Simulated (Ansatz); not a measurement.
InAs: response to strain

Base system: InAs in the zinc blende structure (space group F-43m, No. 216).

```yaml
crystal:
  lattice:
    - [0.00000, 3.01303, 3.01303]
    - [3.01303, 0.00000, 3.01303]
    - [3.01303, 3.01303, 0.00000]
  atoms:
    - { symbol: In, position: [0.00000, 0.00000, 0.00000] }
    - { symbol: As, position: [0.25000, 0.25000, 0.25000] }
```

Strains are applied to the cell and any free atomic positions relax.

Level of theory: LDA (Ansatz, an electronic-structure program, PAW, without spin-orbit coupling).

| isotropic strain (%) | pressure (GPa) |
|---|---|
| -3 | 6.8 |
| -2.5 | 5.5 |
| -1 | ? |
| -0.5 | 0.9 |
| 0 | 0.0 |
| 0.5 | -0.9 |
| 1.5 | -2.4 |
| 2 | -3.1 |
| 3 | -4.3 |

Fit P = P₀ − Bδ + Cδ² with δ = (1 + ε)³ − 1 to the rows shown and predict the withheld row.

Least squares on the printed values gives P₀ = 0.0 GPa, B = 62.2 GPa, C = 176 GPa (largest residual 0.1 GPa); this predicts 2.0 GPa, and the run gives 1.9 GPa, in agreement.

The mesh was chosen for an insulator and is coarse for the gapless case. Whether these cells are dynamically stable was not tested. The final runs are not spin-polarised.
